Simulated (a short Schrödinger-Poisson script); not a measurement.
Structure: gated In0.52Al0.48As/In0.53Ga0.47As modulation-doped gas in a quantum well, at 300 K.

```tsv
layer	material	thickness (nm)	Nd (cm⁻³)	Na (cm⁻³)
1	In0.52Al0.48As	30	-	-
2	In0.52Al0.48As	10	6.4e17	-
3	In0.52Al0.48As	20	-	-
4	In0.53Ga0.47As	20	-	-
5	In0.52Al0.48As	4000	-	4e14
```

Constants are typed, rounded textbook-type inputs, not results; the design itself was drawn at random and stands for no fabricated device. In0.52Al0.48As: permittivity 12.5, conduction-band edge (eV) 0.52, gap (eV) 1.45, electron mass (mₑ) 0.075, Nv at 300 K (cm⁻³) 1.1e19. In0.53Ga0.47As: permittivity 13.9, conduction-band edge (eV) 0, gap (eV) 0.74, Nv at 300 K (cm⁻³) 7.7e18.

Channel valleys (confinement mass, in-plane density-of-states mass, number): Γ 0.041, 0.041, 1. At the gate the conduction-band edge of layer 1 lies 0.65 eV − eVg above the Fermi level of the channel; the field vanishes at the back. Donor level 0.02 eV below the band edge. The barrier under the gate holds no holes. Gaps are held at their typed values at every temperature. Mesh 0.08 nm at interfaces.

Solved with a short Schrödinger-Poisson script written for these runs: 1D Poisson equation in equilibrium, electrons quantum, Hartree (BenDaniel-Duke, 40 states a valley, the channel's in-plane mass for all, wave functions free to enter the barrier), parabolic valleys, classical holes, donors ionised by Fermi statistics, acceptors fully, no traps, pinning or gate leakage.

The same stack at other levels of the model or other numerical settings:

| run | sheet density of all electrons at Vg = 0.4 V (cm⁻²) | sheet density of all electrons at Vg = -0.1 V (cm⁻²) | capacitance at Vg = 0.4 V (μF/cm²) | centroid of the channel electrons at Vg = 0.4 V (nm) | rough cost against the base |
|---|---|---|---|---|---|
| base | 5.35e11 | 7.26e10 | 0.161 | 8.10 | about 1 |
| electrons treated as classical, Boltzmann | 5.75e11 | 8.42e10 | 0.170 | 6.15 | 0.02 |
| electrons treated as classical, Fermi-Dirac | 5.55e11 | 8.25e10 | 0.162 | 7.15 | 0.1 |
| electrons treated as quantum, Hartree plus LDA exchange-correlation | 5.44e11 | 7.60e10 | 0.161 | 8.02 | 1 |
| mesh six times as coarse | 5.35e11 | 7.24e10 | 0.161 | 8.09 | 0.2 |
| one subband a valley | 5.27e11 | 6.93e10 | 0.159 | 7.64 | 0.2 |

The classical rows ignore confinement, and Boltzmann statistics overrate the density once the band edge passes the Fermi level.
